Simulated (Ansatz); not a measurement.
The reference is CdTe in the zinc blende structure (space group F-43m, No. 216; a = 6.558 Å). Axes: x, y, z lie along the cube axes.

Level of theory: r2SCAN (Ansatz, a quantum-chemistry and plane-wave program, PAW, no spin-orbit coupling).

For the base:

The electron mass is 0.090 mₑ (at Γ). The valley order comes out as Γ 1.17 eV; L along ⟨111⟩ 2.20 eV.

One thing is altered: the cell is compressed by 1.00 % along z with no lateral relaxation, atoms relaxed at fixed cell.

**Question.** What does the calculation give for the electron mass after the change?

**Answer.** The electron mass becomes 0.091 mₑ (at Γ) (base: 0.090 mₑ (at Γ)).

**Question.** What happens to the valley order?

**Answer.** The valley order (the lowest conduction-band minima on the path, energy above the VBM, named in the base's zone) goes from Γ 1.17 eV; L along ⟨111⟩ 2.20 eV to Γ 1.18 eV; L along [1-11] 2.19 eV.

**Question.** How does this affect the stress?

**Answer.** The stress (xx, yy, zz, yz, xz, xy; compression positive) is (0.36, 0.36, 0.52, 0.00, 0.00, 0.00) GPa.

Spin-orbit coupling, missing from the scalar runs, can matter with Te. The levels and masses belong to the bands next to the band gap. The cells carry an imposed strain or load. Masses are band curvatures over ±0.01 Å⁻¹ around the edge. Stability against distortions was not tested.
